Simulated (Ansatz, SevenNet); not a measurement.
For SnO2 (model structure, started from the tetragonal ZrO2 type, P4₂/nmc, No. 137, 6 atoms in the cell), the machine-learned potential SevenNet-0 (trained on PBE and PBE+U data) gives:

- lattice parameter a: 3.608 Å
- lattice parameter c: 5.532 Å

Problem. What does r²SCAN (plane waves, PAW; Ansatz, a program for electronic structure) give for the same quantities?

Solution. 
- lattice constant a: 3.549 Å (decreases by 1.6 %)
- lattice parameter c: 5.429 Å (drops by 1.9 %)

Changes are worked out from the printed values.

Unless a cell is named, each level is at its own relaxed cell (SevenNet-0 12.00, r²SCAN 11.40 Å³/atom).

Ansatz's density-functional and Hartree–Fock values are scalar-relativistic unless marked +SOC, with PAW data made under PBE.

A model structure was made by putting elements into a prototype or built by hand; it is no filed structure, need not be a known phase, and can be a saddle point held by its symmetry.
